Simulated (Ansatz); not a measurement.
Al on the Ti site in rock-salt TiC (start: the Ti site; 64-site cell, 4×4×4 shifted sampling), Ti-rich (Δμ(Ti) = -0.33 eV, Δμ(Al) = -0.87 eV, bounded by Ti2C (Fd-3m), Ti2AlC (P6_3/mmc); only phases computed here count, gases as isolated molecules at 0 K). All values below come from PBE, PAW (plane waves to 420 eV; Ansatz, an electronic-structure program). In charge state 0 (not spin-polarised) the formation energy is 3.87 eV. The crystal has 4.92 × 10^22 Ti sites per cm³.

**Question.** Estimate the equilibrium concentration at 1100 K in the dilute limit, leaving out vibrational entropy and degeneracy.

**Answer.** kT = 0.0948 eV; c = N exp(−E_f / kT) = 4.92 × 10^22 × exp(−40.8) ≈ 9 × 10^4 cm^-3. An error of 0.2 eV in E_f moves this by a factor of 8.
